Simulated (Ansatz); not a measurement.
Start from C (space group Fmmm, No. 69; a = 2.456 Å, b = 4.251 Å, c = 6.753 Å; layered, stacked along the Cartesian z axis).

Calculations: r2SCAN+rVV10 (Ansatz, an electronic-structure program; PAW; 500 eV plane waves; scalar-relativistic without spin-orbit coupling).

One change was made to it. Results:

The shortest interatomic distance drops by 0.004 Å, from 1.417 Å to 1.413 Å; the band gap stays zero; the density grows by 0.14 g/cm³ (2.26 g/cm³ → 2.40 g/cm³).

Question: Which change produced these results?
A) pressure 10 GPa
B) pressure 7.5 GPa
C) pressure 3 GPa
D) pressure 0.3 GPa

Answer: C, pressure 3 GPa. For comparison, the density in the other runs: pressure 7.5 GPa gives 2.54 g/cm³; pressure 0.3 GPa gives 2.28 g/cm³; pressure 10 GPa gives 2.60 g/cm³.

A case with no gap was solved on a k-mesh chosen for an insulator, which is coarse for it. Load acts through the strain it causes; cell and atoms are relaxed under it. Stability against distortions was not tested. Competing high-pressure phases were not computed. The base started in Cmme and relaxed to Fmmm at this level. This is not the structure that C has at room temperature and ambient pressure.
